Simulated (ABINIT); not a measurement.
ABINIT is run on NbGa3 (I4/mmm, 4 atoms in the cell), and the run fails. The aim is a self-consistent single point with DFT, LDA (PW92), plane waves, PAW (JTH v2.0 LDA PAW).

Cell that was meant: a = 5.1125 Å, b = 5.1125 Å, c = 5.1125 Å, α = 136.45°, β = 136.45°, γ = 63.28°.

Part of the input:

```
         0.2500000000    0.7500000000    0.5000000000
         0.0000000000    0.0000000000    0.0000000000
ecut 20
pawxcdev 0
occopt 7
tsmear 0.2 eV
nband 34
```

Output, abridged:

```
    This message will only be printed once, even if there are other datasets where tolsym is bigger than 1.0e-8.
...

 symlatt: the Bravais lattice is tI (body-centered tetragonal)
 symspgr: spgroup= 139  I4/m m m   (=D4h^17)
 symspgr: optical characteristics = uniaxial
 Optical axis (in reduced coordinates, real space ) :  -1  -1   0
 Slater exchange
 P. A. M. Dirac, Math. Proc. Cambridge Philos. Soc. 26, 376 (1930)
 F. Bloch, Z. Phys. 57, 545 (1929)
 Perdew & Wang
 J. P. Perdew and Y. Wang, Phys. Rev. B 45, 13244 (1992)

 LMac pawujat is:            0
getng is called for the coarse grid:
 For input ecut=  2.000000E+01 best grid ngfft=      40      40      40
       max ecut=  2.119617E+01

 ==== FFT mesh ====
  FFT mesh divisions ........................    40   40   40
  Augmented FFT divisions ...................    41   41   40
  FFT algorithm .............................   312
  FFT cache size ............................    16
 getmpw: optimal value of mpw= 1826
getng is called for the fine grid:
 Using supplied coarse mesh as initial guess.
 For input ecut= -1.000000E+00 best grid ngfft=      40      40      40
       max ecut=  2.119617E+01

 ==== FFT mesh ====
  FFT mesh divisions ........................    40   40   40
  Augmented FFT divisions ...................    41   41   40
  FFT algorithm .............................   312
  FFT cache size ............................    16
 Symmetries : space group I4/m m m (#139); Bravais tI (body-center tetrag.)

 getdim_nloc: deduce lmnmax  =  18, lnmax  =   6,
                      lmnmaxso=  18, lnmaxso=   6.

--- !ERROR
src_file: m_memeval.F90
src_line: 2443
mpi_rank: 0
message: |
    The value of (paw)ecutdg is zero or negative, which is forbidden.
...

 abinit_abort: decision taken to exit. Check above messages for more info
Abort(13) on node 0 (rank 0 in comm 0): application called MPI_Abort(MPI_COMM_WORLD, 13) - process 0

--- !ERROR
src_file: m_memeval.F90
src_line: 2443
mpi_rank: 0
message: |
    The value of (paw)ecutdg is zero or negative, which is forbidden.
...
```

### Question
From the messages shown, name the fault and mend the input.

### Answer
The fault is no cutoff for the fine PAW grid. PAW runs need a second, finer grid for the compensation charges. To fix it, give the fine-grid cutoff. The program stopped before any SCF iteration.

An input that runs soundly differs in these lines (not the only fix; some lines may just follow from the change or write a value another way):
```diff
+pawecutdg 40
```

With that input, the run converged in 16 iterations: free energy E − TS -8045.87 eV; Fermi level (on the code's own zero) 10.03 eV; pressure -5.52 GPa (DFT, LDA (PW92), plane waves, PAW (JTH v2.0 LDA PAW)).

On the sound input: the starting cell comes from a database of published, mostly measured structures (it also holds non-ambient and calculated ones), without a prior relaxation at this level. Spin polarisation is off. With a pressure of about -6 GPa the cell is away from its equilibrium volume at this level.
